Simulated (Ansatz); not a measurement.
Take GaN in the zinc blende structure (space group F-43m, No. 216; a = 4.455 Å) as the base.

Calculations: LDA, PAW, 420 eV (Ansatz, a first-principles code; spin-orbit coupling left out).

For the base:

| Item | Result |
|---|---|
| Hole mass | 0.18, 0.85, 0.85 mₑ (at Γ) |
| Shortest interatomic distance | 1.929 Å |
| Valley order | Γ 1.96 eV; X along ⟨100⟩ 3.27 eV |

Modification: cell and atoms relaxed at a pressure of 4.5 GPa.

### Question
How does this affect the hole mass, shortest interatomic distance and valley order?

### Answer
The hole mass (degenerate bands, along [100]) changes from 0.18, 0.85, 0.85 mₑ (at Γ) to 0.19, 0.84, 0.84 mₑ (at Γ); the shortest interatomic distance decreases by 0.0136 Å to 1.916 Å; the valley order (the lowest conduction-band minima on the path, energy above the VBM, named in the base's zone) becomes Γ 2.09 eV; X along ⟨100⟩ 3.27 eV (base: Γ 1.96 eV; X along ⟨100⟩ 3.27 eV).

The levels and masses belong to the bands next to the band gap. Load acts through the strain it causes; cell and atoms are relaxed under it. Effective masses come from finite differences of ±0.01 Å⁻¹. Whether these cells are dynamically stable was not tested. Tetrahedral semiconductors of this kind turn to denser phases somewhere between about 1 and 50 GPa; those were not computed, so compressed cells here can lie past the real transition. This is not the structure that GaN has at room temperature and ambient pressure.
